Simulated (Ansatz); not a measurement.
**A computed series for Al3Pd2: alloy series**

Base system: Al₃Pd₂ (space group P-3m1, No. 164; a cell from a computed database, its experimental status unchecked).

```xyz
5
Lattice="4.2101 0.0000 0.0000 -2.1050 3.6460 0.0000 0.0000 0.0000 5.1395" Properties=species:S:1:pos:R:3 pbc="T T T"
Al     0.0000     0.0000     0.0000
Al     0.0000     2.4307     3.3171
Al     2.1050     1.2153     1.8224
Pd     0.0000     2.4307     0.7998
Pd     2.1050     1.2153     4.3397
```

The other end (x = 1) is Al3Pt2 (space group P-3m1, No. 164; a model cell, its experimental status unchecked): 15.87 Å³/atom, gap zero; this end may not be an ambient phase.

Pt replaces a fraction x of Pd; each row is one arrangement (x, atoms in the cell, starting space group or random), fully relaxed.

All numbers come from PBEsol (Ansatz, a first-principles code; PAW; 420 eV plane waves; scalar-relativistic without spin-orbit coupling).

```
case                             density  shortest interatomic distance
----------------------------  ----------  -----------------------------
base                          6.18 g/cm³                        2.517 Å
x(Pt) = 0.25, 10 atoms, Pm    7.11 g/cm³                        2.507 Å
x(Pt) = 0.25, 10 atoms, Cm    7.11 g/cm³                        2.508 Å
x(Pt) = 0.5, 10 atoms, C2/m   8.02 g/cm³                        2.498 Å
x(Pt) = 0.5, 10 atoms, P-3m1  8.03 g/cm³                        2.497 Å
x(Pt) = 0.75, 10 atoms, Pm    8.94 g/cm³                        2.493 Å
```

These are small ordered cells, not random alloys; other orderings at the same x differ. Whether these cells are dynamically stable was not tested. The final runs are not spin-polarised.
